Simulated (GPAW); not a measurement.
# Input and output of a self-consistent single point for Rb (Im-3m, 1 atom in the cell) (GPAW)

Method of the run: LDA (Perdew-Wang 92), GPAW PAW datasets LDA (gpaw-data 1.0.1) (plane waves; GPAW 25.7.0).

This input was run:

```python
from ase import Atoms
from ase.units import GPa
from gpaw import GPAW

atoms = Atoms(['Rb'],
              cell=[[-2.833475, 2.833475, 2.833475],
                    [2.833475, -2.833475, 2.833475],
                    [2.833475, 2.833475, -2.833475]],
              scaled_positions=[[0.000000, 0.000000, 0.000000]],
              pbc=True)

calc = GPAW(mode={'name': 'pw', 'ecut': 600},
            xc='LDA',
            kpts=(5, 5, 5),
            occupations={'name': 'fermi-dirac', 'width': 0.1},
            nbands=-9,
            convergence={'density': 1e-05, 'energy': 1e-05},
            symmetry={'symmorphic': False, 'tolerance': 0.0005},
            maxiter=100,
            txt='-')

atoms.calc = calc

energy = atoms.get_potential_energy()
print('Energy (eV):', round(energy, 6))
forces = atoms.get_forces()
print('Forces (eV/Ang):')
print(forces.round(5))
stress = atoms.get_stress()
print('Stress (GPa, Voigt):', (stress / GPa).round(4))
```

Log, with long lists cut:

```
Input parameters:
  convergence: {density: 1e-05,
                energy: 1e-05}
  kpts: [5 5 5]
  maxiter: 100
  mode: {ecut: 600,
         name: pw}
  nbands: -9
  occupations: {name: fermi-dirac,
                width: 0.1}
  symmetry: {symmorphic: False,
             tolerance: 0.0005}

species:
  Rb:
    name: Rubidium
    Z: 37.0
    valence: 9
    core: 28
    charge: 0.0
    file: Rb.LDA.gz

    # Using partial waves for Rb as LCAO basis

Reference energy: -81006.756710  # eV

Spin-paired calculation

Convergence criteria:
 Maximum [total energy] change in last 3 cyles: 1e-05 eV / valence electron
 Maximum integral of absolute [dens]ity change: 1e-05 electrons / valence electron
 Maximum integral of absolute [eigenst]ate change: 4e-08 eV^2 / valence electron
 Maximum number of scf [iter]ations: 100

Symmetries present (total): 48
Symmetries with fractional translations: 0
125 k-points: 5 x 5 x 5 Monkhorst-Pack grid
10 k-points in the irreducible part of the Brillouin zone
       k-points in crystal coordinates                weights
   0:     0.00000000    0.00000000    0.00000000          1/125
   1:     0.20000000    0.00000000    0.00000000         12/125
   2:     0.20000000    0.20000000   -0.20000000          6/125
   [... 7 lines left out ...]

Wave functions: Plane wave expansion
  Cutoff energy: 600.000 eV
  Number of coefficients (min, max): 3023, 3055
  Pulay-stress correction: 0.000000 eV/Ang^3 (de/decut=0.000000)

Occupation numbers: Fermi-Dirac:
  width: 0.1000  # eV

Eigensolver

Densities:
  Coarse grid: 28*28*28 grid
  Fine grid: 56*56*56 grid
  Total Charge: 0.000000

Density mixing:
  Method: separate
  Backend: pulay
  Linear mixing parameter: 0.05
  old densities: 5
  Damping of long wavelength oscillations: 50

Hamiltonian:
  XC and Coulomb potentials evaluated on a 56*56*56 grid
  External potential:
    NoExternalPotential

Number of atoms: 1
Number of atomic orbitals: 5
Number of bands in calculation: 13
Number of valence electrons: 9
Bands to converge: occupied

Density initialized from atomic densities
  5 bands from LCAO basis set
  8 bands from random numbers

Atomic positions and initial magnetic moments

Positions:
   0 Rb     0.000000    0.000000    0.000000    ( 0.0000,  0.0000,  0.0000)

Unit cell:
           periodic     x           y           z      points  spacing
  1. axis:    yes   -2.833475    2.833475    2.833475    28     0.1431
  2. axis:    yes    2.833475   -2.833475    2.833475    28     0.1431
  3. axis:    yes    2.833475    2.833475   -2.833475    28     0.1431

  Lengths:   4.907723   4.907723   4.907723
  Angles:  109.471221 109.471221 109.471221

Effective grid spacing dv^(1/3) = 0.1606

     iter     time        total  log10-change:
                         energy   eigst   dens
iter:   1 --:--:--    -1.166302
iter:   2 --:--:--    -1.147957   -2.63  -1.37
iter:   3 --:--:--    -1.034143   -2.29  -1.40
iter:   4 --:--:--    -1.033995   -4.01  -1.83
iter:   5 --:--:--    -1.035026   -3.68  -1.78
iter:   6 --:--:--    -1.034822   -4.29  -2.50
iter:   7 --:--:--    -1.034811   -5.59  -3.17
iter:   8 --:--:--    -1.034815c  -6.72  -3.11
iter:   9 --:--:--    -1.034814c  -6.91  -3.81
iter:  10 --:--:--    -1.034814c  -7.52c -4.58
iter:  11 --:--:--    -1.034814c  -7.69c -4.10
iter:  12 --:--:--    -1.034814c  -9.24c -6.18c

Converged after 12 iterations.

Dipole moment: (-0.000000, 0.000000, 0.000000) |e|*Ang

Energy contributions relative to reference atoms: (reference = -81006.756710)

Kinetic:         +0.449969
Potential:       -0.413010
External:        +0.000000
XC:              -1.045930
Entropy (-ST):   -0.029284
Local:           -0.011201
SIC:             +0.000000
--------------------------
Free energy:     -1.049456
Extrapolated:    -1.034814

Showing only first 2 kpts
 Kpt  Band  Eigenvalues  Occupancy
  0     2    -11.94589    2.00000
  0     3    -11.94589    2.00000
  0     4     -1.01964    2.00000
  0     5      4.55261    0.00000

  1     2    -11.95735    2.00000
  1     3    -11.94585    2.00000
  1     4     -0.55522    2.00000
  1     5      3.78412    0.00000

Fermi level: 0.97778

No gap
No difference between direct/indirect transitions
Energy (eV): -1.034814

Forces in eV/Ang:
  0 Rb    0.00000   -0.00000   -0.00000

Stress tensor:
     0.002762    -0.000000    -0.000000
    -0.000000     0.002762     0.000000
    -0.000000     0.000000     0.002762
Stress (GPa, Voigt): [ 0.4426  0.4426  0.4426  0.     -0.     -0.    ]
```

The run converged in 12 iterations. GPAW prints stress with tension positive.

The starting cell has typed, rounded lattice constants, without a prior relaxation at this level. Its lattice was rescaled by up to half a per cent.
